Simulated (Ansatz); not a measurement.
An Ansatz (a quantum-chemistry and plane-wave program) input (DFT with PBE, PAW potentials and a 420 eV plane-wave cutoff in Ansatz, scalar-relativistic without spin-orbit coupling):

Ansatz 0.2 input:
```yaml
crystal:
  lattice:
    - [0, 3.3276823306, 3.3276823306]
    - [3.3276823306, 0, 3.3276823306]
    - [3.3276823306, 3.3276823306, 0]
  atoms:
    - { symbol: Sn, position: [0.25, 0.25, 0.25] }
    - { symbol: Sn, position: [0, 0, 0] }
basis: { ecutwfc: 420, ecutrho_ratio: 4, xc_grid: 2, fft_grid_basis: typed }
kpoints: { mp_grid: { grid: [12, 12, 12] } }
hamiltonian:
  xc: pbe
  dispersion: none
  pseudopotentials: { kind: paw }
scf: { occupations: { method: fermi_dirac, width: 0.05 }, convergence: { dr2_threshold: 0.0000000002 } }
output: { forces: true, stress: true }
checkpoint: { write: state.ck, write_every: 1000 }
```

Question: Which symmetry and how many k-points will the program report, and about how many plane waves at Γ?

Answer: Space group Fd-3m (ITA 227) with 48 operations, k-points 72 of 1728, and 1459 plane waves at Γ.

Whether these cells are dynamically stable was not tested. The cell is Sn in the diamond structure (space group Fd-3m, No. 227).
